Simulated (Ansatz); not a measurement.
Functionals compared on OH on the 1x1 (110) surface of bcc W, one in a 2x2 cell, started at the site 'bridge W-W (span 2.8 Å)', in Ansatz (plane waves, PAW). The structure was relaxed with PBE; the other rows are single points on it, each with its references at the same level. Cutoff 420 eV (500 eV for r2SCAN).

Set-up: 18 atoms, 6.6 Å thick at the start under the adsorbate (thin: gaps and levels are the slab's own); mesh 6x6x1; 0.1 eV smearing; dipole correction on; 8 atoms held, the rest relaxed; no symmetry held; no spin, no spin-orbit, no U, no dispersion correction. At the end it is bonded to 2 W. In PBE it is, or lies within 0.03 eV of, the lowest of the starts that converged. These notes are the PBE run's. Adsorption energies are against H2O(g) − ½ H2(g). A negative adsorption energy means that the adsorbate is more stable on the surface than in its reference.

```tsv
functional	adsorption energy (eV)	work function of the top face (eV)	change of the work function (eV)	rough cost of the single point
PBE	-0.99	4.18	-0.64	–
RPBE	-0.78	4.05	-0.63	around 3 core-minutes (rough)
r2SCAN	___	___	___	about 7 core-minutes (a rough figure)
```

Q: Fill in the missing entries.

A: 
- r2SCAN, adsorption energy (eV): -1.20
- r2SCAN, work function of the top face (eV): 4.22
- r2SCAN, change of the work function (eV): -0.67

Ansatz is a first-principles code.
